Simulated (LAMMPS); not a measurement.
Consider a free-standing liquid film of Zr, 2400 atoms, at 2450 K in molecular dynamics.

Model: classical MD, pair style eam/fs, file Zr_mm.eam.fs, run in LAMMPS.

```csv
z (Å),number density (Å⁻³)
-30.30,0.0000
-29.30,0.0001
-28.29,0.0015
-27.29,0.0096
-26.29,0.0273
-25.29,0.0383
-24.29,0.0389
-23.29,0.0392
-22.28,0.0401
-21.28,0.0382
-20.28,0.0396
-19.28,0.0392
-18.28,0.0390
-17.28,0.0393
-16.28,0.0392
-15.27,0.0389
-14.27,0.0395
-13.27,0.0392
-12.27,0.0389
-11.27,0.0393
-10.27,0.0391
-9.260,0.0391
-8.260,0.0394
-7.260,0.0388
-6.260,0.0391
-5.260,0.0392
-4.260,0.0393
-3.260,0.0393
-2.250,0.0392
-1.250,0.0388
-0.2500,0.0392
0.7500,0.0393
1.750,0.0392
2.750,0.0391
3.760,0.0392
4.760,0.0393
5.760,0.0391
6.760,0.0390
7.760,0.0396
8.760,0.0389
9.770,0.0393
10.77,0.0392
11.77,0.0395
12.77,0.0389
13.77,0.0390
14.77,0.0394
15.77,0.0390
16.78,0.0393
17.78,0.0396
18.78,0.0386
19.78,0.0400
20.78,0.0383
21.78,0.0397
22.79,0.0393
23.79,0.0390
24.79,0.0383
25.79,0.0271
26.79,0.0094
27.79,0.0015
28.79,0.0001
29.80,0.0000
```

Read from the full data:
- number density in the middle: 0.0392 Å⁻³
